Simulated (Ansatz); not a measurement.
The starting structures come from a database of crystals and need not be the phases stable at ambient conditions.

 Where the default PAW files enter, the runs use the earlier of Ansatz's two default sets.

The decay constant κ of evanescent states in the gap governs leakage through a thin film.

Input:

```
CELL_PARAMETERS angstrom
      3.45352     0.00000     0.00000
      1.72676     6.18314     0.00000
      1.72676     0.48223     2.95170
ATOMIC_POSITIONS crystal
  K  0.50000 0.50000 0.50000
  Tl 0.00000 0.00000 0.00000
  O  0.73208 0.80376 0.73208
  O  0.26792 0.19624 0.26792
```

Space group of this cell: R-3m. The cell is taken as given.

Transport runs along the normal of the first two printed cell vectors, the (101) plane of the conventional cell.

No gap correction and no spin-orbit coupling; mid-gap values are interpolated between computed energies.

Task: Give the band gap and the smallest decay constant κ at mid-gap that r2SCAN (Ansatz, a program for electronic structure) yields.

Result: Gap 1.29 eV on a 10×10×10 mesh; κ = 0.204 1/Å, at the zone centre.
